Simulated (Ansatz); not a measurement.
Reference: SrTe (Fm-3m), PBEsol, rigid bands (plane waves, PAW, scalar-relativistic; Ansatz, a quantum-chemistry and plane-wave program); axes and stresses refer to this cell.

```yaml
crystal:
  lattice:
    - [0.00000, 3.30344, 3.30344]
    - [3.30344, 0.00000, 3.30344]
    - [3.30344, 3.30344, 0.00000]
  atoms:
    - { symbol: Sr, position: [0.00000, 0.00000, 0.00000] }
    - { symbol: Te, position: [0.50000, 0.50000, 0.50000] }
```

The band gap is 1.57 eV. The Seebeck coefficient, p-type 1e19 cm⁻³ is 319 μV/K and the Seebeck coefficient, n-type 1e19 cm⁻³ is -283 μV/K.

Problem. Change: spin-orbit coupling switched on. What happens to band gap, Seebeck coefficient, p-type 1e19 cm⁻³, Seebeck coefficient, n-type 1e19 cm⁻³?

Solution. band gap decreases to 1.29 eV; Seebeck coefficient, p-type 1e19 cm⁻³ falls to 254 μV/K; Seebeck coefficient, n-type 1e19 cm⁻³ moves little, to -282 μV/K.

Seebeck coefficients are for the stated density at 300 K, with one relaxation time for all states and whether or not that doping can be reached. Spin-orbit coupling is left out unless a row names it; without it the gap and masses of crystals with these elements can be far off. 

Computed structure with no diffraction record at hand here (it may be known, metastable or hypothetical): SrTe (Fm-3m).
